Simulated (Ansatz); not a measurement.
## Pressure series in hypothetical bcc (W type) B

The parent structure is B in the bcc (W type) structure (space group Im-3m, No. 229; a = 2.2971 Å; a hypothetical phase, not in the database extracts checked).

Cell and atoms are relaxed at each pressure.

Computed with PBEsol, PAW, 420 eV (Ansatz, a program for electronic structure; scalar-relativistic without spin-orbit coupling).

Notes on the quantities. enthalpy: H = E + PV relative to the base's energy.

```json
[
 {"variant": "base", "enthalpy": "–", "shortest interatomic distance": "3.759 bohr"},
 {"variant": "pressure −2 GPa", "enthalpy": "-0.08 eV/atom", "shortest interatomic distance": "3.770 bohr"},
 {"variant": "pressure −1 GPa", "enthalpy": "-0.04 eV/atom", "shortest interatomic distance": "3.764 bohr"},
 {"variant": "pressure 0.3 GPa", "enthalpy": "+0.01 eV/atom", "shortest interatomic distance": "3.758 bohr"},
 {"variant": "pressure 0.7 GPa", "enthalpy": "+0.03 eV/atom", "shortest interatomic distance": "3.756 bohr"},
 {"variant": "pressure 1.5 GPa", "enthalpy": "+0.06 eV/atom", "shortest interatomic distance": "3.752 bohr"},
 {"variant": "pressure 3 GPa", "enthalpy": "+0.11 eV/atom", "shortest interatomic distance": "3.744 bohr"},
 {"variant": "pressure 5 GPa", "enthalpy": "+0.19 eV/atom", "shortest interatomic distance": "3.735 bohr"},
 {"variant": "pressure 7.5 GPa", "enthalpy": "+0.28 eV/atom", "shortest interatomic distance": "3.723 bohr"},
 {"variant": "pressure 10 GPa", "enthalpy": "+0.37 eV/atom", "shortest interatomic distance": "3.712 bohr"}
]
```

Load acts through the strain it causes; cell and atoms are relaxed under it. Whether these cells are dynamically stable was not tested. Competing high-pressure phases were not computed.
